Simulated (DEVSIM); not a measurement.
Structure: illuminated Si p-on-n cell, one wavelength, at 300 K.

Layer 1 from the left is Si, thickness (μm) 0.0880, Na (cm⁻³) 5e18, τn (s) 1.6e-6, τp (s) 1.3e-6, absorption coefficient (cm⁻¹) 3800. Layer 2 from the left is Si, thickness (μm) 180, Nd (cm⁻³) 6.5e15, τn (s) 1.6e-5, τp (s) 1.6e-5, absorption coefficient (cm⁻¹) 3800.

Left contact: ohmic, minority electron recombination velocity 20 cm/s. Right contact: ohmic, minority hole recombination velocity 7e6 cm/s. Voltage is applied to the left contact. Recombination: SRH at mid-gap, radiative, Auger. Light enters at the left, 3.9e17 photons cm⁻² s⁻¹, one pass, no reflection. Mobility is μmin + (μ − μmin)/(1 + (N/Nref)^α).

This is a model device: material constants are rounded textbook-type values typed into the input, and sizes, dopings and lifetimes were drawn at random. Values at 300 K.

Si: gap (eV) 1.124, affinity (eV) 4.05, permittivity 11.7, Nc (cm⁻³) 2.86e19, Nv (cm⁻³) 3.1e19, μn (cm²/Vs) 1417, μp (cm²/Vs) 470, μn,min 52, μp,min 45, Nref,n 9.7e16, Nref,p 2.2e17, αn 0.68, αp 0.72, B (cm³/s) 4.7e-15, Cn (cm⁶/s) 2.8e-31, Cp (cm⁶/s) 9.9e-32.

DEVSIM, 1D drift-diffusion, Boltzmann statistics, complete ionisation; no tunnelling, impact ionisation, image-force lowering or self-heating.

Dark forward current:

```csv
|V| (V),|J| (A/cm²)
0.05,3.496e-10
0.10,1.315e-9
0.15,4.434e-9
0.20,1.638e-8
0.25,7.236e-8
0.30,3.849e-7
0.35,2.336e-6
0.40,1.523e-5
0.45,0.0001027
0.50,0.0007018
0.55,0.004811
0.60,0.03234
0.65,0.1949
0.70,0.9033
0.75,3.227
0.80,9.774
0.85,26.82
0.90,67.81
0.95,148.4
1.00,268.9
1.05,420.5
1.10,596.1
1.15,791.2
1.20,1003
1.25,1228
1.30,1466
```

Task: Work out the local ideality factor n = ΔV / (kT/q · ln(J2/J1)) between the rows 0.15 and 0.20 V, 0.50 and 0.55 V, 1.25 and 1.30 V.

Result: kT/q = 25.85 mV. From 0.15 to 0.20 V: ln(1.638e-8/4.434e-9) = 1.307, n = 1.48. From 0.50 to 0.55 V: ln(0.004811/0.0007018) = 1.925, n = 1.00, near the 1 of diffusion or emission over a barrier. From 1.25 to 1.30 V: ln(1466/1228) = 0.177, n = 10.92.

Task: What current could the absorbed light give at most, and what share is collected?

Result: Σ αd = 68.4, so qΦ(1 − exp(−Σ αd)) = 62.5 mA/cm². The simulated short-circuit current is 61.35 mA/cm², a share of 0.98.

Task: Estimate the open-circuit voltage by superposition: the voltage at which the dark current equals that short-circuit current.

Result: Interpolating ln J in the table gives 0.618 V. The simulation gives 0.617 V, the same within the digits that matter. Superposition holds where collection doesn't change with voltage.

Task: Estimate the fill factor from FF0 = (v − ln(v + 0.72))/(v + 1), v = qVoc/(nkT), with n from the dark curve.

Result: The rows about Voc, 0.60 and 0.65 V, give n = 1.08, so v = 22.2 and FF0 = 0.822. The simulation gives 0.828, the same within the digits that matter.
